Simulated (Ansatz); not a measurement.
Take TlBr in the CsCl type structure (space group Pm-3m, No. 221; a = 3.915 Å) as the base. Axes: x, y, z lie along the cube axes.

Computed with PBEsol (Ansatz, a first-principles code, PAW, no SOC).

Modification: tensile biaxial strain of 1.25 % in the plane normal to [111], as in epitaxy on a mismatched substrate; the out-of-plane cell vector and the atoms relax.

Task: Predict the new energy relative to the base and out-of-plane strain.

Result: The energy goes up by 1.2 meV/atom; the out-of-plane strain amounts to -1.13 %.

Whether these cells are dynamically stable was not tested.
